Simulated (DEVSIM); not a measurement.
System: Schottky contact on n-type InP, at 350 K.

Layer 1 from the left is InP, thickness (μm) 6.40, Nd (cm⁻³) 7.4e15, τn (s) 4.6e-8, τp (s) 4.6e-8.

Left contact: Schottky, work function 5.2 eV, emission velocity 2e6 cm/s. Right contact: ohmic. Voltage is applied to the left contact. Recombination: SRH at mid-gap, radiative, Auger. Mobility is constant in doping.

Constants are typed, rounded textbook-type inputs, not results; the design itself was drawn at random and stands for no fabricated device. Values at 300 K; Nc and Nv go as T^1.5, mobilities as T to minus their exponent, the gap by Varshni's rule with the affinity fixed.

InP: gap (eV) 1.344, affinity (eV) 4.38, permittivity 12.5, Nc (cm⁻³) 5.7e17, Nv (cm⁻³) 1.1e19, μn (cm²/Vs) 5200, μp (cm²/Vs) 170, T exponent of μn 2, T exponent of μp 2, B (cm³/s) 1.2e-10, Cn (cm⁶/s) 9e-31, Cp (cm⁶/s) 9e-31, Varshni α (eV/K) 0.000363, Varshni β (K) 162.

Simulated with DEVSIM: 1D drift-diffusion, Boltzmann statistics, complete ionisation; no tunnelling, impact ionisation, image-force lowering or self-heating. Metal contacts follow the ideal Schottky-Mott rule: no Fermi-level pinning, no interface dipoles.

Dark forward current:

| |V| (V) | |J| (A/cm²) |
|---|---|
| 0.05 | 1.508e-6 |
| 0.10 | 9.391e-6 |
| 0.15 | 5.068e-5 |
| 0.20 | 0.0002670 |
| 0.25 | 0.001401 |
| 0.30 | 0.007341 |
| 0.35 | 0.03845 |
| 0.40 | 0.2011 |
| 0.45 | 1.048 |
| 0.50 | 5.362 |
| 0.55 | 25.43 |
| 0.60 | 95.37 |
| 0.65 | 245.9 |
| 0.70 | 464.1 |
| 0.75 | 723.8 |
| 0.80 | 1008 |
| 0.85 | 1308 |
| 0.90 | 1619 |
| 0.95 | 1937 |
| 1.00 | 2260 |

Question: Work out the local ideality factor n = ΔV / (kT/q · ln(J2/J1)) between the rows 0.15 and 0.20 V, 0.95 and 1.00 V.

Answer: kT/q = 30.16 mV. From 0.15 to 0.20 V: ln(0.0002670/5.068e-5) = 1.662, n = 1.00, near the 1 of diffusion or emission over a barrier. From 0.95 to 1.00 V: ln(2260/1937) = 0.154, n = 10.75; the layers' resistance at their doping, Σ W/(qμN) = 0.00014 Ω cm², would take 46 mV of this step of 50 mV.

Question: Estimate the current at 0.30 V for emission alone, J0 = q v N_band exp(−φB/kT), and read the barrier back from the simulated current.

Answer: φB = 0.820 eV, N_band = 7.18e17 cm⁻³, J0 = 3.58e-7 A/cm²; J = J0 (exp(qV/kT) − 1) = 0.00748 A/cm². The simulation gives 0.00734 A/cm²; the estimate lies 2.0 % above. Read backwards, the simulated current gives an apparent barrier of 0.821 eV. The estimate leaves out transport through the depletion region and minority injection.
